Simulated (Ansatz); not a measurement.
Base system: ZrB2 (space group P6/mmm, No. 191; a = 3.1552 Å, c = 3.5062 Å; relaxed with 0.1 eV smearing). Axes: x lies along a and z along c of the hexagonal cell.

Method: DFT with PBEsol, PAW potentials and a 420 eV plane-wave cutoff in Ansatz (a quantum-chemistry and plane-wave program), scalar-relativistic without spin-orbit coupling.

Strains are applied to the cell and any free atomic positions relax.

One change was made to it. Results:

```json
[
 {"quantity": "energy relative to the base (free energy F)", "base": "0 meV/atom", "after": "+8.5 meV/atom"},
 {"quantity": "pressure (mean of the normal stresses, compression positive)", "base": "0.0 GPa", "after": "-5.5 GPa"}
]
```

Question: What was done to the base?
A) uniaxial strain ε_zz = +1.50 %
B) uniaxial strain ε_zz = +2.50 %
C) uniaxial strain ε_zz = +2.00 %

Answer: B, uniaxial strain ε_zz = +2.50 %. For comparison, the energy relative to the base in the other runs: uniaxial strain ε_zz = +1.50 % gives +3.1 meV/atom; uniaxial strain ε_zz = +2.00 % gives +5.5 meV/atom.

Whether these cells are dynamically stable was not tested. The final runs are not spin-polarised.
